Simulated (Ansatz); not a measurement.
System: interstitial Na in rock-salt MgO (charge state +1). Computed with PBE, PAW (plane waves to 420 eV; Ansatz, a first-principles code).

Cell of 64 host sites held at the relaxed PBE lattice; the Γ point alone; Fermi-Dirac width 0.01 eV, spin-restricted; finite-size errors left in. Energies are static. The charge state is imposed; whether it is stable for some Fermi level was not computed. Sites that were not tried may lie lower.

Barriers: single points on a 2×2×2 k-point mesh shifted by half a step at the bands' geometries.

Relaxed starting cell (atoms counted from 1):

```
CELL_PARAMETERS angstrom
      8.50724     0.00000     0.00000
      0.00000     8.50724     0.00000
      0.00000     0.00000     8.50724
ATOMIC_POSITIONS crystal
  Mg 0.00001 0.99960 0.99808
  Mg 0.99566 0.99525 0.49722
  Mg 0.99585 0.50051 0.00223
  Mg 0.99933 0.50201 0.49577
  Mg 0.50095 0.99551 0.00217
  Mg 0.50244 0.99887 0.49581
  Mg 0.50232 0.50184 0.99873
  Mg 0.52559 0.52498 0.47322
  O  0.25063 0.99908 0.99860
  O  0.24868 0.99586 0.49603
  O  0.24882 0.50162 0.00163
  O  0.24046 0.50995 0.48803
  O  0.75051 0.99997 0.99771
  O  0.75158 0.99889 0.49787
  O  0.75144 0.49984 0.99864
  O  0.75459 0.50176 0.49602
  Mg 0.99581 0.24954 0.24299
  Mg 0.99939 0.24819 0.74958
  Mg 0.00002 0.75045 0.24718
  Mg 0.99592 0.75457 0.74822
  Mg 0.50234 0.24807 0.24674
  Mg 0.52438 0.22602 0.77173
  Mg 0.50089 0.75471 0.24292
  Mg 0.50230 0.75107 0.74962
  O  0.24875 0.24826 0.24406
  O  0.24152 0.24108 0.75645
  O  0.25063 0.75119 0.24646
  O  0.24879 0.75376 0.74948
  O  0.75154 0.25020 0.24652
  O  0.75422 0.24837 0.74943
  O  0.75048 0.75006 0.24760
  O  0.75148 0.75106 0.74754
  Mg 0.24998 0.99538 0.24295
  Mg 0.24863 0.99893 0.74960
  Mg 0.24850 0.50192 0.24671
  Mg 0.22633 0.52407 0.77211
  Mg 0.75088 0.99960 0.24718
  Mg 0.75498 0.99550 0.74825
  Mg 0.75516 0.50046 0.24289
  Mg 0.75154 0.50186 0.74964
  O  0.00040 0.99998 0.24759
  O  0.99944 0.99902 0.74753
  O  0.99928 0.49982 0.24646
  O  0.99666 0.50168 0.74949
  O  0.50027 0.99891 0.24652
  O  0.50209 0.99622 0.74943
  O  0.50222 0.50174 0.24398
  O  0.50956 0.50909 0.75676
  Mg 0.24865 0.24817 0.99869
  Mg 0.22561 0.22500 0.47353
  Mg 0.24995 0.75462 0.00222
  Mg 0.24844 0.75114 0.49576
  Mg 0.75496 0.24951 0.00217
  Mg 0.75161 0.24802 0.49581
  Mg 0.75087 0.75046 0.99808
  Mg 0.75525 0.75484 0.49724
  O  0.99949 0.25019 0.99862
  O  0.99641 0.24821 0.49601
  O  0.00038 0.75009 0.99771
  O  0.99926 0.75121 0.49788
  O  0.50205 0.24840 0.00148
  O  0.51013 0.24023 0.48838
  O  0.50027 0.75102 0.99865
  O  0.50224 0.75406 0.49601
  Na 0.37539 0.37550 0.62112
```
Cell charge +1.

End state 1 differs by these moves (Å; atoms that move under 0.08 Å are left out):

```tsv
atom	element	Δx	Δy	Δz
8	Mg	-0.01	-0.01	0.42
12	O	0.00	0.00	0.17
21	Mg	0.19	-0.19	-0.19
22	Mg	-0.19	0.19	-0.19
25	O	-0.06	-0.07	-0.05
26	O	0.06	0.06	-0.04
35	Mg	-0.19	0.20	-0.20
36	Mg	0.19	-0.19	-0.20
47	O	0.06	0.06	-0.04
48	O	-0.06	-0.06	-0.04
50	Mg	0.01	0.00	0.42
62	O	-0.01	0.01	0.16
65	Na	-0.01	0.00	-2.11
```

Problem. Give the forward and backward barriers to end state 1 at the level PBE, PAW.

Solution. forward 0.59 eV, backward 0.59 eV; at the saddle point atom 65 has neighbours Mg at 2.06, Mg at 2.07; 2 O at 1.89, O at 2.46 Å. The saddle point's order was not checked, and it lies on a symmetry element of the cell, where a band can be held.
